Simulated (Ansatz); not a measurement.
Cubic perovskite CsCdCl₃, treated with rVV10 in Ansatz (plane waves, PAW).

Settings: plane-wave cutoff 520 eV, 8×8×8 k mesh, Fermi–Dirac smearing 0.01 eV, scalar-relativistic PAW data made under PBE.

A third-order Birch–Murnaghan fit to the energies gives V0 = 29.319 Å³/atom, B0 = 35.5 GPa, B′ = 4.9.

```tsv
V (Å³/atom)	P (GPa)
27.561	2.558
28.147	___
28.734	0.754
29.320	-0.001
29.906	___
30.493	-1.266
31.079	___
```

Question: Estimate the withheld pressures from this fit; the answers are the runs' own values.

Answer: 
- 28.147, P (GPa): 1.602
- 29.906, P (GPa): -0.671
- 31.079, P (GPa): -1.794

The formula P = (3/2) B0 (x^(7/3) − x^(5/3)) [1 + (3/4)(B′ − 4)(x^(2/3) − 1)] with x = V0/V meets the computed pressures within 0.01 GPa when these rounded values are put in.

Spin–orbit coupling is not included.

The computed numbers hold no vibrational or temperature effects.

Ansatz is a program for electronic structure.
